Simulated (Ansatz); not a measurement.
Consider ScAgSe2 (space group P-3m1, No. 164; a = 3.897 Å, c = 6.627 Å; a cell from a computed database, its experimental status unchecked).

One thing is altered: a negative pressure, −2 GPa.

Method: r2SCAN (Ansatz, a program for electronic structure), without spin-orbit coupling, earlier PAW set.

Base, band edges from the VBM (valence, conduction): K -1.78, 1.91; H -1.13, 2.13; M -1.35, 1.30; L -0.53, 0.98; A 0.00, 1.78; Γ -0.75, 1.90 eV.

Task: Give the band edges at the high-symmetry points of the new zone, measured from its valence-band maximum.

Result: 
```csv
point,valence edge (eV),conduction edge (eV)
Γ,-0.68,1.93
M,-1.31,1.35
K,-1.72,1.92
A,0.00,1.82
L,-0.53,1.08
H,-1.08,2.14
```

The gap is 1.08 eV, indirect, A → L.

Load acts through the strain it causes; cell and atoms are relaxed under it. No phonon test of stability was made. All final runs are without spin polarisation.
